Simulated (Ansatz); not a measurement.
Base system: GaAs in the wurtzite structure (space group P6_3mc, No. 186; a = 3.9877 Å, c = 6.5760 Å; a cell from a computed database, its experimental status unchecked).

Now apply this change: the cell is scaled by 1.0208 in all directions; the atoms relax in the strained cell.

Levels (all Ansatz, a quantum-chemistry and plane-wave program, PAW): PBEsol (420 eV, scalar-relativistic without spin-orbit coupling); r2SCAN (500 eV, no spin-orbit coupling).

The geometry is relaxed with PBEsol.

| Property | Result |
|---|---|
| PBEsol band gap | zero |
| PBEsol pressure | -3.7 GPa |

Task: Predict the band gap, electron mass and pressure from r2SCAN.

Result: The band gap changes from zero to 0.52 eV; the electron mass comes out as 0.033 mₑ (at Γ); the pressure is nearly the same (-3.7 GPa against -3.6 GPa).

Single points use the geometry relaxed with PBEsol. Their cutoffs differ, which shifts pressures a little. Effective masses come from finite differences of ±0.01 Å⁻¹. Whether these cells are dynamically stable was not tested. The final runs are not spin-polarised. This is not the structure that GaAs has at room temperature and ambient pressure. The zero or small gap of GaAs under isotropic strain +2.08 % can change with the level of theory.
